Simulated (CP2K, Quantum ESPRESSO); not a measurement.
Pressure against volume in antifluorite Be2C (space group 225) (CP2K, PBE)

```
Be2C
1.0
    3.01428     0.00000     0.00000
    1.50714     2.61044     0.00000
    1.50714     0.87015     2.46115
Be C
2 1
Direct
  0.25000   0.25000   0.25000
  0.75000   0.75000   0.75000
  0.00000   0.00000   0.00000
```

Computed with PBE, GPW, DZVP-MOLOPT-SR-GTH basis, GTH-PBE potentials (GTH_POTENTIALS) in CP2K 2026.2. Settings: CUTOFF = 780 Ry; REL_CUTOFF = 60 Ry; SMEAR/METHOD = FERMI_DIRAC; ELECTRONIC_TEMPERATURE = 116.05 K; KPOINTS/SCHEME = MONKHORST-PACK 13 13 13; XC_FUNCTIONAL = PBE; Be/BASIS_SET = DZVP-MOLOPT-SR-GTH-q4; Be/POTENTIAL = GTH-PBE-q4; C/BASIS_SET = DZVP-MOLOPT-SR-GTH-q4; C/POTENTIAL = GTH-PBE-q4; METHOD = GPW; EPS_DEFAULT = 1e-10; NGRIDS = 5; SCF_GUESS = ATOMIC; EPS_SCF = 1e-06; MAX_SCF = 100. The cell above is the first row's. The rows scale it uniformly. In all rows fractional positions and the k mesh are held.

```csv
V (Å^3/atom),P (GPa)
6.4553,?
6.5956,2.76
6.7359,-1.76
6.8763,-5.87
7.0166,-9.62
7.1569,-13.03
7.2972,-16.13
7.4376,-18.96
7.5779,-21.54
```

Taking a cubic for P over the 8 complete rows: With u = V - 7.09, the rows have u = -0.49440, -0.35410, -0.21370, -0.07340, 0.06690, 0.20720, 0.34760, 0.48790. Least squares gives P = -11.443 - 24.234·u + 8.164·u² - 1.865·u³. Residuals (row less fit): 0.001, -0.005, 0.003, 0.000, -0.002, 0.000, -0.001, 0.000; standard error 0.003 (degrees of freedom: 4). The fitted pressure is zero at V0 = 6.680, where dP/dV = -31.87, so B0 = -V0·dP/dV = 213 GPa.

Task: Estimate the missing P (V = 6.4553); what did the run itself give?

Result: u = -0.63470, so P = -11.443 - 24.234 × (-0.63470) + 8.164 × (-0.63470)² - 1.865 × (-0.63470)³ = 7.704 GPa. The calculation gives 7.72 GPa, 0.016 GPa above the prediction (0.1 % of the range of P in the table). The row lies outside the fitted rows, so this is an extrapolation. From the scatter of the fitted rows alone, a prediction at this place has a standard error of 0.008 GPa, so the miss is 1.9 times that.

Carrying the step between the two nearest rows on in a straight line would have given 7.28, off by 0.44; series whose last step already gives the withheld value aren't shown. The scan was laid around a cell of about the measured size, scaled by a guess for this functional. The runs keep the symmetry of the cell, so they don't test it for distortions. A plane-wave scan with the same functional (Quantum ESPRESSO, GBRV) gives V0 = 6.78 Å^3/atom and B0 = 202 GPa; a Birch-Murnaghan fit to all rows here lies -1.4 % from it in V0 and 6 % in B0; the two differ in basis, and may differ in potentials and mesh. Values carry the incompleteness of an atom-centred basis. Cutoffs and mesh are single choices, not tested for convergence of this quantity. Series with a scatter that would blur these digits, or in which a gap closes, are not shown.
